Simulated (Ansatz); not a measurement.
# GaN: N → As

Consider GaN in the zinc blende structure (space group F-43m, No. 216; a = 4.498 Å).

The change: full substitution N → As, then cell and atoms are relaxed.

Method: r2SCAN (Ansatz, an electronic-structure program), without spin-orbit coupling. k-mesh 10×10×10 (Γ-centred); smearing 0.05 eV (Fermi–Dirac), for the changed cell.

- Volume per atom: 22.75 Å³ (base 11.38 Å³)
- Lattice parameter a: 566.7 pm (base 449.8 pm)
- Space group: F-43m (No. 216) (base F-43m (No. 216))
- Band gap: 0.96 eV (base 2.17 eV)
- Gap character: direct at Γ (base direct at Γ)
- Electron mass: 0.051 mₑ (at Γ) (base 0.17 mₑ (at Γ))
- Hole mass (degenerate bands, along [100]): 0.050, 0.34, 0.34 mₑ (at Γ) (base 0.18, 0.86, 0.86 mₑ (at Γ))

Final structure:

```
CELL_PARAMETERS angstrom
      0.00000     2.83342     2.83342
      2.83342     0.00000     2.83342
      2.83342     2.83342     0.00000
ATOMIC_POSITIONS crystal
  As 0.25000 0.25000 0.25000
  Ga 0.00000 0.00000 0.00000
```

Masses are band curvatures over ±0.01 Å⁻¹ around the edge. Whether these cells are dynamically stable was not tested. This is not the structure that GaN has at room temperature and ambient pressure.
